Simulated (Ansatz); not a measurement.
Consider Sr in the fcc (Cu type) structure (space group Fm-3m, No. 225; a = 5.923 Å).

Computed with DFT with PBEsol, PAW potentials and a 420 eV plane-wave cutoff in Ansatz (a first-principles code), spin-orbit coupling left out.

Before the change:

| Property | Value |
|---|---|
| Shortest interatomic distance | 418.8 pm |

Perturbation: Ca takes the place of Sr on all its sites, then cell and atoms are relaxed.

**Question.** How does this affect the shortest interatomic distance?

**Answer.** The shortest interatomic distance drops by 33.05 pm, from 418.8 pm to 385.7 pm.

No phonon test of stability was made.
